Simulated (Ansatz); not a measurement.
Worked example: self-consistent single point of Mn3Si (I4mm, 4 atoms in the cell) in Ansatz (a quantum-chemistry and plane-wave program).

Level of theory: LDA (PW92), default PAW files made with PBE (plane waves; Ansatz).

The change in words: lattice scaled by 0.98; basis.ecutwfc: 30.9 Ry → 15.4 Ry. Reference geometry:
```
Mn3Si
1.0
    0.00000     2.83039     2.83039
    2.83039     0.00000     2.83039
    2.83039     2.83039     0.00000
Mn Si
3 1
Direct
  0.25000   0.25000   0.25000
  0.75000   0.75000   0.75000
  0.50883   0.50883   0.49117
  0.00000   0.00000   0.00000
```
Moments meant for the start (each program seeds them in its own way; μB, in the order of the atoms Mn Mn Mn Si): 4.0 4.0 4.0 0.0.

Reference input (self-consistent single point, DFT, LDA (PW92), plane waves, default PAW files made with PBE): basis.ecutwfc = 30.9 Ry; kpoints.mp_grid.grid = 6 6 6; hamiltonian.xc = lda; hamiltonian.pseudopotentials = {kind: paw} (the program's default PAW files); magnetization.spin_polarized = true; scf.occupations.method = gaussian; scf.occupations.width = 0.0073 Ry. This run's input differs from it in these lines:

Ansatz 0.2 input:
```diff
@@ -3,5 +3,5 @@
   lattice:
-    - [0.000000, 2.830386, 2.830386]
-    - [2.830386, 0.000000, 2.830386]
-    - [2.830386, 2.830386, 0.000000]
+    - [0.000000, 2.773778, 2.773778]
+    - [2.773778, 0.000000, 2.773778]
+    - [2.773778, 2.773778, 0.000000]
   atoms:
@@ -12,3 +12,3 @@
 basis:
-  ecutwfc: 30.9 Ry
+  ecutwfc: 15.4 Ry
 kpoints:
```

Output (repeated stretches shortened):

```
SCF iter   1: F=—  HF=-12124.450716 eV  |F-HF|=—  |Δ(HF+E_count)|=         —  Δρ=4.34e-1 (↑4.34e-1 ↓1.99e-1)  dr2=1.95e1  dr2_m=3.74e1  M=2.059 μB ∫|m|=2.097 μB  β_m=0.30  ethr=3.10e-3  ⟨swp⟩=5.0  Hψ=7662  notcnv=0
Mixer restart at iter 1: flushing history
all-band conjugate gradients solve this SCF's bands
preconditioner: auto → Kerker (q_TF=auto, 2.792 Å⁻¹)
spin=Collinear: Kerker preconditioning applied to the charge; magnetization (m = ρ↑ − ρ↓) channel mixes plain (no charge-response kernel on spin).
   [... lines left out ...]
SCF iter  14: F=—  HF=-12112.664804 eV  |F-HF|=—  |Δ(HF+E_count)|=   7.48e-9  Δρ=4.18e-6 (↑4.18e-6 ↓1.76e-6)  dr2=1.45e-8  dr2_m=6.44e-10  M=1.005 μB ∫|m|=4.003 μB  β_m=0.99  ethr=1.25e-10  ⟨swp⟩=1.2  Hψ=2240  notcnv=0  defer=240
SCF iter  15: F=-12112.664804 eV  HF=-12112.664804 eV  |F-HF|=2.73e-9  |Δ(HF+E_count)|=  1.40e-10  Δρ=1.40e-6 (↑1.40e-6 ↓1.13e-6)  dr2=3.01e-9  dr2_m=1.35e-11  M=1.005 μB ∫|m|=4.003 μB  ethr=2.97e-11  ⟨swp⟩=5.9  Hψ=7505  notcnv=0
SCF 1 converged in 15 iterations: F = -12112.664804 eV  dr2 = 3.01e-9
WARN: the starting moments were not kept: 2 of 3 ended reversed and 1 kept their direction, counting a site from 0.1 μB …
Magnetization: 1.0054 μB (25.0027 up, 23.9973 down)
   [... lines left out ...]
Absolute magnetization: 4.0031 μB (∫|ρ↑−ρ↓|, with the PAW one-centre terms)
Free energy (F): -12112.664804 eV
Fermi energy:    18.609657 eV
   [... lines left out ...]
  atom   4  Si     0.00000000    -0.00000000     0.09372693
--- Stress (GPa, compression-positive) ---
       -4.528913       0.000000       0.000000
        0.000000      -4.528913       0.000000
        0.000000       0.000000      -4.216669
  P = ⅓ Tr σ = -4.4248 GPa (-44.248 kbar)
  The stress holds the Pulay correction. Without it, at fixed plane waves, as pw.x and ABINIT print it: P = -381.1117 GPa
```

The run converged in 15 iterations. Against the reference run the free energy rises by 5.25 eV/atom, the pressure goes from -18.35 to -4.42 GPa, the largest force goes from 0.239 to 0.570 eV/Å and the size of the net moment hardly changes (0.26 to 0.25 μB/atom).

The starting cell comes from a database of computed structures (which also holds hypothetical and non-ambient phases and stackings), without a prior relaxation at this level. Its lattice was rescaled by up to half a per cent. One atom was moved a little off its site on purpose. For this run, on top of that: lattice scaled by 0.98. The magnetic order is the one reached from the typed start; others were not searched systematically. The program warned that a starting moment was not kept. Ansatz's pressure includes its estimate of the finite-basis (Pulay) stress. Without the estimate this run gives -381.11 GPa. The cutoff lies below the one recommended for these files.
